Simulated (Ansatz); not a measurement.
Density of states of HfIr (P4/mmm, 2 atoms in the cell).

```xyz
2
Lattice="3.0327 0.0000 0.0000 0.0000 3.0327 0.0000 0.0000 0.0000 3.5480" Properties=species:S:1:pos:R:3 pbc="T T T"
Hf     1.5163     1.5163     0.0000
Ir     0.0000     0.0000     1.7740
```

Level of theory: PBEsol, harder PAW files (source: ansatz) made with PBE (plane waves; Ansatz, a program for electronic structure).

SCF settings: basis.ecutwfc = 45.6 Ry; kpoints.mp_grid.grid = 14 14 12; hamiltonian.xc = pbesol; hamiltonian.pseudopotentials = {kind: paw, source: ansatz}; scf.occupations.method = cold; scf.occupations.width = 0.0073 Ry. Keys of the DOS step: output.dos.nscf_kmesh.grid = 28 28 24.

The starting cell comes from a database of computed structures (which also holds hypothetical and non-ambient phases and stackings), without a prior relaxation at this level. Its lattice was rescaled by a random factor within 2.5 % of one. Spin-orbit coupling is off. Spin polarisation is off.

Total DOS (both spins), as means of the tabulated values in each energy bin; the zero is the program's Fermi level or highest filled level, and the curve is cut to this window:

```
E (eV) | states/eV/cell
    -7.88 | ## 0.20
    -7.62 | ## 0.23
    -7.38 | ## 0.27
    -7.12 | ### 0.32
    -6.88 | #### 0.39
    -6.62 | ####### 0.73
    -6.38 | ######### 1.02
    -6.12 | ############ 1.36
    -5.88 | ############## 1.58
    -5.62 | ################# 1.89
    -5.38 | ####################### 2.50
    -5.12 | ####################### 2.50
    -4.88 | ####################### 2.50
    -4.62 | ################### 2.06
    -4.38 | ################## 2.03
    -4.12 | ######################## 2.60
    -3.88 | ####################### 2.57
    -3.62 | ########################## 2.83
    -3.38 | ############################## 3.30
    -3.12 | ########################### 3.01
    -2.88 | ############################# 3.14
    -2.62 | ############################ 3.10
    -2.38 | #################### 2.16
    -2.12 | ################ 1.74
    -1.88 | ############ 1.31
    -1.62 | ######## 0.92
    -1.38 | ####### 0.76
    -1.12 | ###### 0.68
    -0.88 | ###### 0.69
    -0.62 | ####### 0.73
    -0.38 | ######## 0.87
    -0.12 | ############ 1.36
     0.12 | ############## 1.58
     0.38 | ################ 1.74
     0.62 | ##################### 2.30
     0.88 | ################### 2.07
```

Around zero the curve holds about 1.6 states/eV/cell.

Keys are those of Ansatz 0.2.
